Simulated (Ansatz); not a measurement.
Take CaF2 in the fluorite structure (space group Fm-3m, No. 225; a = 5.421 Å) as the base.

It is then changed as follows: cell and atoms relaxed at a pressure of 0.3 GPa.

Levels (all Ansatz, an electronic-structure program, PAW): PBEsol (420 eV, without spin-orbit coupling); r2SCAN (500 eV, scalar-relativistic without spin-orbit coupling); HSE06 (420 eV, scalar-relativistic without spin-orbit coupling).

One geometry, relaxed with PBEsol, under each level:

```json
[
 {"level": "PBEsol", "band gap": "7.27 eV", "lowest conduction level above the VBM at special points": "Γ 7.27 eV; X 8.10 eV; U 8.37 eV; K 8.37 eV", "electron mass": "0.55 mₑ (at Γ)", "pressure": "0.30 GPa"},
 {"level": "r2SCAN", "band gap": "___", "lowest conduction level above the VBM at special points": "___", "electron mass": "___", "pressure": "___"},
 {"level": "HSE06", "band gap": "9.54 eV", "lowest conduction level above the VBM at special points": "Γ 9.54 eV; X 10.54 eV; U 10.83 eV", "electron mass": "–", "pressure": "–"}
]
```

Task: Give the withheld r2SCAN results.

Result: 
- r2SCAN, band gap: 8.11 eV
- r2SCAN, lowest conduction level above the VBM at special points: Γ 8.11 eV; X 8.83 eV; U 9.10 eV; K 9.10 eV
- r2SCAN, electron mass: 0.56 mₑ (at Γ)
- r2SCAN, pressure: 1.27 GPa

Single points use the geometry relaxed with PBEsol. Their cutoffs differ, which shifts pressures a little. The hybrid gap comes from the SCF mesh plus the semilocal run's edge points and a few special points and is an upper bound. Load acts through the strain it causes; cell and atoms are relaxed under it. Masses are band curvatures over ±0.01 Å⁻¹ around the edge. Whether these cells are dynamically stable was not tested.
